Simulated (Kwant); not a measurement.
System: wire with an abrupt hard-wall neck in a InAs two-dimensional gas. Effective mass 0.023 mₑ, grid spacing 5 nm, hard walls, nominal width 150 nm (29 grid rows, so walls 150 nm apart), one parabolic valley, scattering region 450 nm long along x; energies count from the band bottom; Fermi energy swept from 0.00036331 to 0.00975 eV. Central neck 58 nm wide and 82 nm long.

The device is made up for the run: typed textbook-type constants, with dimensions and the other settings drawn at random.

Model: effective-mass tight-binding model on a square grid, one spin, coherent transport at 0 K (Kwant). Conductance is in e²/h.

Sweep values stay those of the base run.

The neck length was swept, all else fixed.

| neck length (nm) | G (e²/h) at E = 2.676 meV | G (e²/h) at E = 4.989 meV | mean G (e²/h) over the sweep |
|---|---|---|---|
| 25 | 0.13 | 0.56 | 0.55 |
| 41 | 0.036 | 0.47 | 0.52 |
| 82 | 0.0026 | 0.47 | 0.50 |
| 120 | 0.00035 | 0.64 | 0.50 |

From the first row to the last the G at E = 2.676 meV goes from 0.13 to 0.00035. From the first row to the last the G at E = 4.989 meV goes from 0.56 to 0.64.
